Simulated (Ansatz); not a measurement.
## Carrier properties of GaN (I-4m2)

Input:

```yaml
crystal:
  lattice:
    - [0.00000, 2.18332, 2.46762]
    - [2.18332, 0.00000, 2.46762]
    - [2.18332, 2.18332, 0.00000]
  atoms:
    - { symbol: Ga, position: [0.00000, 0.00000, 0.00000] }
    - { symbol: N, position: [0.25000, 0.25000, 0.25000] }
```

All values below come from r2SCAN with spin-orbit coupling, rigid bands (plane waves, PAW; Ansatz, a quantum-chemistry and plane-wave program). Condition of this run: uniaxial stress along [001] of -20 GPa (compression positive) (the target of the relaxation). How the cell was made: cell and atoms relaxed with PBEsol, then loaded as said.

```
Quantity                                                                                                                                                              Value
---------------------------------------------------------------------------------------------------------------------------------------  ----------------------------------
band gap                                                                                                                                                            1.63 eV
electron conductivity mass (300 K, dilute)                                                                                               0.152 (x), 0.152 (y), 0.174 (z) mₑ
hole conductivity mass (300 K, dilute)                                                                                                      0.60 (x), 0.60 (y), 0.97 (z) mₑ
effective density of states N_c (300 K)                                                                                                                         1.6e18 cm⁻³
effective density of states N_v (300 K)                                                                                                                         8.0e19 cm⁻³
density-of-states mass, electrons                                                                                                                                  0.158 mₑ
density-of-states mass, holes                                                                                                                                        2.2 mₑ
Seebeck coefficient, n-type 1e19 cm⁻³, 300 K                                                                                                                       -95 μV/K
best n-type power factor at 300 K for τ = 10 fs (best axis; densities from 1e16 to 1e21 cm⁻³ tried, whether or not they can be reached)        1.56 μW/(cm·K²) at 3e18 cm⁻³
Seebeck coefficient, p-type 1e19 cm⁻³, 300 K                                                                                                                       396 μV/K
best p-type power factor at 300 K for τ = 10 fs (best axis; densities from 1e16 to 1e21 cm⁻³ tried, whether or not they can be reached)          22 μW/(cm·K²) at 3e20 cm⁻³
```

Rigid bands; masses and Seebeck coefficients take one relaxation time τ for all states and one kind of carrier; polarons and phonon drag are left out. Geometry: cell and atoms relaxed with PBEsol.
